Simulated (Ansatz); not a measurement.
Consider Ge in the diamond structure (space group Fd-3m, No. 227; a = 5.676 Å). Axes: x, y, z lie along the cube axes.

Calculations: PBEsol (Ansatz, a quantum-chemistry and plane-wave program; PAW; 420 eV plane waves; without spin-orbit coupling).

Strains are applied to the cell and any free atomic positions relax.

One change was made to it. Results:

| quantity | base | after |
|---|---|---|
| pressure (mean of the normal stresses, compression positive) | 0.0 GPa | -1.8 GPa |
| energy relative to the base (free energy F) | 0 meV/atom | +7.1 meV/atom |

Question: What was done to the base?
A. uniaxial strain ε_zz = +3.00 %
B. uniaxial strain ε_zz = −1.50 %
C. uniaxial strain ε_zz = −0.50 %
D. uniaxial strain ε_zz = +2.00 %
E. uniaxial strain ε_zz = +2.50 %

Answer: A, uniaxial strain ε_zz = +3.00 %. For comparison, the energy relative to the base in the other runs: uniaxial strain ε_zz = +2.50 % gives +5.0 meV/atom; uniaxial strain ε_zz = −1.50 % gives +1.8 meV/atom; uniaxial strain ε_zz = +2.00 % gives +3.2 meV/atom; uniaxial strain ε_zz = −0.50 % gives +0.2 meV/atom.

Stability against distortions was not tested.
